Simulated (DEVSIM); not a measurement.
System: Ru/SiO2/n-GaAs capacitor, at 300 K.

Layer 1 from the left is SiO2, thickness (nm) 31.0. Layer 2 from the left is GaAs, thickness (nm) 7100, Nd (cm⁻³) 8.2e15.

Metal gate on the left, work function 4.7 eV. Fixed charge at the semiconductor interface 1.3e10 cm⁻² (in units of +e); no interface traps.

This is a model device: material constants are rounded textbook-type values typed into the input, and sizes, dopings and lifetimes were drawn at random. Values at 300 K.

SiO2: gap (eV) 9, affinity (eV) 0.9, permittivity 3.9. GaAs: gap (eV) 1.424, affinity (eV) 4.07, permittivity 12.9, Nc (cm⁻³) 4.7e17, Nv (cm⁻³) 9e18.

Model (solved in DEVSIM): 1D Poisson equation in equilibrium, Boltzmann statistics, complete ionisation; no quantum confinement or tunnelling. Metal contacts follow the ideal Schottky-Mott rule: no Fermi-level pinning, no interface dipoles.

What does the simulation give for the flat-band voltage?

flat-band voltage 0.51 V.
